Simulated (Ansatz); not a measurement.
System: CsCl-type CoGa. Method: LDA (Ansatz, an electronic-structure program, plane waves, PAW).

Settings: plane-wave cutoff 520 eV, 22×22×22 k mesh, Fermi–Dirac smearing 0.039 eV (set by the program), no spin polarisation, scalar-relativistic PAW data made under PBE.

Computed at the level's own relaxed cell.

Hill averages of the elastic tensor: K = 218.5 GPa, G = 76.5 GPa. Volume 11.089 Å³/atom, mean atomic mass 64.328 u.

**Question.** Work out the density, the sound velocities of a polycrystal and the elastic Debye temperature, and Pugh's ratio at this level.

**Answer.** ρ = 1.66054 × 64.328/11.089 = 9.633 g/cm³. v_l = √[(K + 4G/3)/ρ] = 5.768 km/s and v_t = √(G/ρ) = 2.818 km/s. The mean follows from 3/v_m³ = 1/v_l³ + 2/v_t³: v_m = 3.165 km/s. Θ_D = (ħ/k_B) v_m (6π²/V)^(1/3) = 76.38 K Å s/km × 3.165 × 1.7479 Å⁻¹ = 423 K, counting all atoms of the cell. K/G = 2.86, to be set beside Pugh's rough bound of 1.75 between brittle and ductile metals.
